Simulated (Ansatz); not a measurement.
The parent structure is BaHfO3 in the cubic perovskite structure (space group Pm-3m, No. 221; a = 4.157 Å).

Levels (all Ansatz, a program for electronic structure, PAW): PBEsol (420 eV, without spin-orbit coupling); r2SCAN (500 eV, without spin-orbit coupling); HSE06 (420 eV, without spin-orbit coupling).

At the geometry relaxed with PBEsol, these levels gave the following band gaps, in shuffled order: (a) 3.58 eV, (b) 4.23 eV, (c) 5.21 eV.

### Question
Match each gap to its level.

### Answer
(a) PBEsol; (b) r2SCAN; (c) HSE06.

Single points use the geometry relaxed with PBEsol. HSE06 was sampled on its mesh, a few special points and the semilocal edge points, so its gap is an upper bound. Spin-orbit coupling, missing from the scalar runs, can matter with Hf. Stability against distortions was not tested.
